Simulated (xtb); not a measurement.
xtb 6.7.1, GFN1-xTB: CC[O][Ge]([O]CC)[O]CC, charge 0, multiplicity 2, 25 atoms. The geometry is a generated start, not checked to be a minimum at this level.

```
Property                                                                                                       Result
------------------------  -------------------------------------------------------------------------------------------
method                                                                                                       GFN1-xTB
--acc                                                                                                     1 (default)
--etemp (K)                                                                                             300 (default)
detailed input (--input)  none: ANC optimiser, Lindh (1995) Hessian, microcycle=20, maxdispl=1.0, hlow=0.01 (default)
basis functions                                                                                                    76
valence electrons                                                                                                  61
```

```xyz
25

C      3.3548    -1.1510     0.0248
C      2.4585    -0.9301    -1.1912
O      1.6984     0.2359    -1.1075
Ge     0.5003     0.6978     0.2011
O     -0.8385    -0.5966     0.2547
C     -0.9244    -1.8861     0.7882
C     -2.1257    -2.5918     0.1611
O     -0.3271     2.0003    -0.7534
C     -1.5357     2.6148    -0.4202
C     -1.3740     3.6707     0.6700
H      3.9761    -0.2732     0.1894
H      2.7316    -1.3055     0.9059
H      3.9887    -2.0218    -0.1223
H      3.0836    -0.8102    -2.0868
H      1.8118    -1.8071    -1.3402
H     -0.0138    -2.4621     0.5783
H     -1.0601    -1.8348     1.8775
H     -3.0348    -2.0374     0.3801
H     -2.2119    -3.5992     0.5612
H     -2.0023    -2.6411    -0.9178
H     -2.2827     1.8688    -0.1199
H     -1.8870     3.0913    -1.3483
H     -0.6387     4.4133     0.3651
H     -1.0231     3.1914     1.5863
H     -2.3237     4.1640     0.8638
```

Charge 0 and multiplicity 2 are set for this test and not shown to be the ground state. GFN-xTB has no spin term: --uhf 1 sets the occupations alone.

The structure is relaxed from this start with --opt LEVEL for the levels crude, sloppy, loose, lax, normal, tight, vtight, extreme, once each. Up to the end of the extreme run atoms move by at most 2.1 Å along an axis.

Problem. What is the loosest level that ends within 5 meV of the extreme run, and how many cycles does it take?

Solution. tight: 140 cycles against 157, ending 0.063 meV above.

| level | cycles | energy above the extreme run (meV) | gradient norm (eV/Å) |
|---|---|---|---|
| crude | 3 | 140 | 0.13 |
| sloppy | 9 | 120 | 0.16 |
| loose | 29 | 73 | 0.094 |
| lax | 34 | 70 | 0.060 |
| normal | 62 | 61 | 0.025 |
| tight | 140 | 0.063 | 0.0061 |
| vtight | 151 | under 0.01 | 0.0087 |
| extreme | 157 | — | 0.00084 |
